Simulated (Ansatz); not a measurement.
Consider RbCl in the CsCl type structure (space group Pm-3m, No. 221; a = 3.887 Å; a model cell). Axes: x, y, z lie along the cube axes.

Method: Ansatz (a quantum-chemistry and plane-wave program) PBEsol, scalar-relativistic without spin-orbit coupling.

One thing is altered: every lattice vector is stretched by 1.05 %, atoms relaxed at fixed cell.

Q: Predict the stress tensor and what it implies for the stiffness.

A: Stress of the strained cell less that of the base (GPa, compression positive):
```
  -0.58    0.00    0.00
   0.00   -0.58    0.00
   0.00    0.00   -0.58
```

Then B = −ΔP/(ΔV/V₀) with ΔV/V₀ = 0.0318 gives secant stiffness values (nonlinear terms included at this strain): B ≈ 18 GPa.

Stability against distortions was not tested. This is not the structure that RbCl has at room temperature and ambient pressure.
